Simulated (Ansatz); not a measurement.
The reference is GaN in the wurtzite structure (space group P6_3mc, No. 186).

```xyz
4
Lattice="3.1518 0.0000 0.0000 -1.5759 2.7295 0.0000 0.0000 0.0000 5.1383" Properties=species:S:1:pos:R:3 pbc="T T T"
Ga     0.0000     1.8197     0.0015
Ga     1.5759     0.9098     2.5707
N      0.0000     1.8197     1.9356
N      1.5759     0.9098     4.5048
```

Cartesian axes are those of the cell as printed.

Method: LDA/PAW in Ansatz (a first-principles code), spin-orbit coupling left out.

Perturbation: uniaxial strain ε_xx = +3.00 %, all other strain components held at zero, atoms relaxed at fixed cell.

Question: Predict the stress tensor and what it implies for the stiffness.

Answer: Stress of the strained cell less that of the base (GPa, compression positive):
```
 -10.31    0.00    0.00
   0.00   -3.81    0.00
   0.00    0.00   -2.78
```

Then −Δσ_ii/ε with ε = 0.0300 gives secant stiffness values (nonlinear terms included at this strain): C11 ≈ 344 GPa, C12 ≈ 127 GPa and C13 ≈ 93 GPa.

As a check, the harmonic strain energy −½ V₀ Δσ:ε is 11 meV/atom; the computed energy rise is 11 meV/atom.

No phonon test of stability was made.
